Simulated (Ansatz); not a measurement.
S interstitial in zinc-blende BN (the name describes the start): one set of geometries, relaxed with PBE, evaluated in Ansatz (PAW, plane waves to 420 eV, 500 eV under r2SCAN) with PBE, r2SCAN.

Set-up: 64-site cell; 2×2×2 shifted k-points; start: void with 4N nearest; charged states image-corrected; finite-size errors of tenths of an eV; relaxed from one start, so a lower configuration may exist; flagged in the runs: a doubtful potential alignment, a strain field that reaches the edge of the cell.

| quantity | PBE | r2SCAN |
|---|---|---|
| host gap (eV) | 4.46 | 4.99 |
| ε(+1/0) above the VBM (eV) | 1.82 | 2.13 |
| largest moment on one atom at charge +1 (μB) | 0.17 | 0.18 |
| neutral formation energy against S8 molecule in a box (eV) | 17.73 | 18.12 |

PBE narrows the gap by 0.53 eV against r2SCAN, the highest level run, and puts the level shown 0.31 eV lower above the valence-band maximum (from the rounded values).

Ansatz is an electronic-structure program.
